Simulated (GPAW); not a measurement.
A self-consistent single point of Au (Fm-3m, 1 atom in the cell) with GPAW.

Computed with PBEsol, GPAW PAW datasets PBEsol (made by gpaw-setup) (plane waves; GPAW 25.7.0).

```xyz
1
Lattice="0.0000 2.0339 2.0339 2.0339 0.0000 2.0339 2.0339 2.0339 0.0000" Properties=species:S:1:pos:R:3 pbc="T T T"
Au     0.0000     0.0000     0.0000
```

Reference input (self-consistent single point, DFT PBEsol, plane waves, GPAW PAW datasets PBEsol (made by gpaw-setup)): mode = pw; ecut = 600 eV; xc = PBEsol; kpts = 12 12 12; mesh shift (steps) = 0 0 0; occupations.name = fermi-dirac; occupations.width = 0.1 eV; nbands = -7; convergence.forces = 0.001 eV/Å; symmetry.symmorphic = false; symmetry.tolerance = 0.0005; maxiter = 150. This run's input differs from it in these lines:

```diff
@@ -13,4 +13,4 @@
             xc='PBEsol',
-            kpts={'size': (12, 12, 12), 'gamma': True},
-            occupations={'name': 'fermi-dirac', 'width': 0.1},
+            kpts={'size': (20, 20, 20), 'gamma': True},
+            occupations={'name': 'methfessel-paxton', 'width': 0.5, 'order': 0},
             nbands=-7,
```

Output, abridged:

```
     iter     time        total  log10-change:
                         energy   eigst   dens  force
iter:   1 --:--:--    -4.157128
iter:   2 --:--:--    -4.093508   -2.24  -1.30
iter:   3 --:--:--    -3.850347   -1.86  -1.33
iter:   4 --:--:--    -3.834963   -3.73  -2.00
iter:   5 --:--:--    -3.827594   -3.13  -2.07
iter:   6 --:--:--    -3.827503   -4.55  -2.95
iter:   7 --:--:--    -3.827507c  -5.68  -3.14
iter:   8 --:--:--    -3.827479c  -5.64  -3.11
iter:   9 --:--:--    -3.827473c  -7.46c -3.99
iter:  10 --:--:--    -3.827474c  -9.28c -3.98
iter:  11 --:--:--    -3.827474c  -7.95c -4.01c
iter:  12 --:--:--    -3.827475c  -7.65c -4.25c -23.49c
Converged after 12 iterations.

Dipole moment: (0.000000, -0.000000, -0.000000) |e|*Ang

Energy contributions relative to reference atoms: (reference = -516455.655722)

Kinetic:         -8.121598
Potential:       +6.808328
External:        +0.000000
XC:              -2.649938
Entropy (-ST):   -0.034551
Local:           +0.153008
SIC:             +0.000000
--------------------------
Free energy:     -3.844750
Extrapolated:    -3.827475

Showing only first 2 kpts
 Kpt  Band  Eigenvalues  Occupancy
  0     3      5.23559    2.00000
  0     4      6.79430    2.00000
  0     5      6.79430    2.00000
  0     6     25.80855    0.00000

  1     3      5.28964    2.00000
  1     4      6.72775    2.00000
  1     5      6.82120    2.00000
  1     6     25.93439    0.00000

Fermi level: 10.01472

No gap
No difference between direct/indirect transitions
Energy (eV): -3.827475

Forces in eV/Ang:
  0 Au    0.00000   -0.00000    0.00000

Stress tensor:
    -0.031851    -0.000000    -0.000000
    -0.000000    -0.031851     0.000000
    -0.000000     0.000000    -0.031851
Stress (GPa, Voigt): [-5.1031 -5.1031 -5.1031  0.     -0.     -0.    ]
```

The run converged in 12 iterations. GPAW prints stress with tension positive. Against the reference run the free energy drops by 20.1 meV/atom and the pressure moves little (5.07 to 5.10 GPa).

The starting cell has typed, rounded lattice constants, without a prior relaxation at this level. Its lattice was rescaled by up to half a per cent. With a pressure of about 5 GPa the cell is away from its equilibrium volume at this level.

Cost on one core of a shared machine: roughly 90 s.
